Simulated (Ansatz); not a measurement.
C (model structure, started from the Ge type, P4₃2₁2, No. 96, 12 atoms in the cell), treated with r²SCAN+rVV10 in Ansatz (PAW).

Settings: plane-wave cutoff 560 eV, 8×8×8 k mesh, Fermi–Dirac smearing 0.01 eV, scalar-relativistic PAW data made under PBE.

Cell (relaxed at this level):

```cif
data_C12
_chemical_formula_sum 'C12'
_space_group_name_H-M_alt 'P 1'
_space_group_IT_number 1
_cell_length_a 3.79336
_cell_length_b 3.79336
_cell_length_c 4.66614
_cell_angle_alpha 90.000
_cell_angle_beta 90.000
_cell_angle_gamma 90.000
loop_
_space_group_symop_operation_xyz
  'x, y, z'
loop_
_atom_site_label
_atom_site_type_symbol
_atom_site_fract_x
_atom_site_fract_y
_atom_site_fract_z
_atom_site_occupancy
C1 C 0.07609 0.07609 0.00000 1
C2 C 0.42391 0.57609 0.75000 1
C3 C 0.92391 0.92391 0.50000 1
C4 C 0.57609 0.42391 0.25000 1
C5 C 0.16709 0.37891 0.21671 1
C6 C 0.12109 0.66709 0.96671 1
C7 C 0.83291 0.62109 0.71671 1
C8 C 0.87891 0.33291 0.46671 1
C9 C 0.66709 0.12109 0.03329 1
C10 C 0.62109 0.83291 0.28329 1
C11 C 0.33291 0.87891 0.53329 1
C12 C 0.37891 0.16709 0.78329 1
```

Problem. What does this level give for the band gap?

Solution. 
* **band gap**: 5.41 eV (on the SCF k mesh)

Note: the relaxation could raise the start's symmetry but not lower it, so the cell can be a saddle point.

A model structure was made by putting elements into a prototype or built by hand; it is no filed structure, need not be a known phase, and can be a saddle point held by its symmetry.

Ansatz is an electronic-structure program.
